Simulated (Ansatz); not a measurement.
Start from Cu in the fcc (Cu type) structure (space group Fm-3m, No. 225; a = 3.564 Å; relaxed with 0.1 eV smearing). Axes: x, y, z lie along the cube axes.

Calculations: PBEsol, PAW, 420 eV (Ansatz, a first-principles code; no spin-orbit coupling).

Perturbation: tensile biaxial strain of 1.67 % in the plane normal to [111], as in epitaxy on a mismatched substrate; the out-of-plane cell vector and the atoms relax.

**Question.** Predict the new in-plane stress and out-of-plane strain.

**Answer.** The mean in-plane stress (compression positive) amounts to -4.8 GPa; the out-of-plane strain comes out as -1.20 %.

No phonon test of stability was made. The final runs are not spin-polarised.
